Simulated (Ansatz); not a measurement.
Pressure series in HgTe

The reference is HgTe in the zinc blende structure (space group F-43m, No. 216; a = 6.573 Å).

Cell and atoms are relaxed at each pressure.

Computed with r2SCAN (Ansatz, a first-principles code), spin-orbit coupling left out.

Computed cases, in order: pressure −2 GPa; pressure −1 GPa; 0 GPa (base); pressure 0.9 GPa; pressure 2.1 GPa; pressure 4.5 GPa; pressure 9 GPa; pressure 22.5 GPa; pressure 30 GPa.

Problem. Between which two neighbouring cases does the band gap open or close?

Solution. Between pressure 9 GPa (zero) and pressure 22.5 GPa (0.23 eV). The whole series: pressure −2 GPa: zero; pressure −1 GPa: zero; 0 GPa (base): zero; pressure 0.9 GPa: zero; pressure 2.1 GPa: zero; pressure 4.5 GPa: zero; pressure 9 GPa: zero; pressure 22.5 GPa: 0.23 eV; pressure 30 GPa: 0.37 eV.

With Hg and Te present, leaving out spin-orbit coupling can change the band edges. Load acts through the strain it causes; cell and atoms are relaxed under it. No phonon test of stability was made. Tetrahedral semiconductors of this kind turn to denser phases somewhere between about 1 and 50 GPa; those were not computed, so compressed cells here can lie past the real transition. All final runs are without spin polarisation. The zero or small gap of HgTe can change with the level of theory.
